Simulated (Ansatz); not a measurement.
# A computed series for Sn: pressure series

Base system: Sn (space group I4_1/amd, No. 141; a = 5.947 Å, c = 3.212 Å).

Cell and atoms are relaxed at each pressure.

Calculations: Ansatz (an electronic-structure program), PBE, PAW, cutoff 420 eV, spin-orbit coupling left out, earlier PAW set.

| pressure (GPa) | volume per atom (Å³/atom) |
|---|---|
| -2 | 29.778 |
| -1 | 29.050 |
| 0 | 28.402 |
| 0.9 | ? |
| 2.1 | 27.286 |
| 9 | 24.795 |
| 15 | 23.350 |
| 22.5 | 22.016 |
| 30 | 20.990 |

Problem. Fit the third-order Birch–Murnaghan form P(V) = (3B₀/2)[(V₀/V)^(7/3) − (V₀/V)^(5/3)]·[1 + (3/4)(B₀′ − 4)((V₀/V)^(2/3) − 1)] (squares taken in P) to the rows shown and predict the withheld row.

Solution. Least squares on the printed values gives V₀ = 28.407 Å³/atom, B₀ = 47.7 GPa, B₀′ = 4.8; this predicts 27.898 Å³/atom, and the run gives 27.894 Å³/atom, 0.004 lower.

Measured bulk modulus of Sn: 57.037 GPa (temperature not stated; as listed in Tao Chen et al., Physical Review Materials (2023)); the computed value is for a static lattice, so the two differ by thermal effects too.

Load acts through the strain it causes; cell and atoms are relaxed under it. Stability against distortions was not tested. Measured, Sn leaves this structure (for a body-centred tetragonal phase) near 8 GPa (temperature not stated; as listed in Olga Degtyareva, NATO science for peace and security series. B, Physics and biophysics (2010)).
